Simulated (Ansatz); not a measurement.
Cost and result by functional for the adsorption energy of CO on the 1x1 (10-10) surface of wurtzite AlN (cut with top plane Al + N), one in a 2x1 cell, started at the site 'hollow Al-Al-N-N', in Ansatz (plane waves, PAW). Single points on the PBE structure, on one kind of machine; costs are rough ratios of the slab run's core time (references not counted) to the cheapest single point. r2SCAN's cost holds its higher cutoff (500 against 420 eV). Differences are taken against HSE06 for comparison alone: no measured value is at hand, so the table doesn't rank accuracy. HSE06 ran on a coarser k-mesh, which lowers its cost and may carry part of its shift.

Host crystal: wurtzite AlN, with a band gap (PBE, scalar-relativistic without spin-orbit coupling).

Set-up: 34 atoms, 8.9 Å thick at the start under the adsorbate (thin: gaps and levels are the slab's own); mesh 3x4x1; 0.01 eV smearing; dipole correction on; 16 atoms held, the rest relaxed; no symmetry held; no spin, no spin-orbit, no U, no dispersion correction. At the end it is bonded to Al. In PBE it is, or lies within 0.03 eV of, the lowest of the starts that converged. These notes are the PBE run's. Adsorption energies are against CO(g). A negative adsorption energy means that the adsorbate is more stable on the surface than in its reference.

```tsv
functional	relative cost	adsorption energy (eV)	less HSE06 (eV)
RPBE	1	-0.50	0.08
r2SCAN	2	-0.77	-0.19
HSE06	20	-0.58	0.00
PBE (the relaxed run's value)	–	-0.72	-0.14
```

The values span 0.26 eV, while the single points' costs differ by a factor of roughly 20. Differences are of unrounded values.

Ansatz is a quantum-chemistry and plane-wave program.
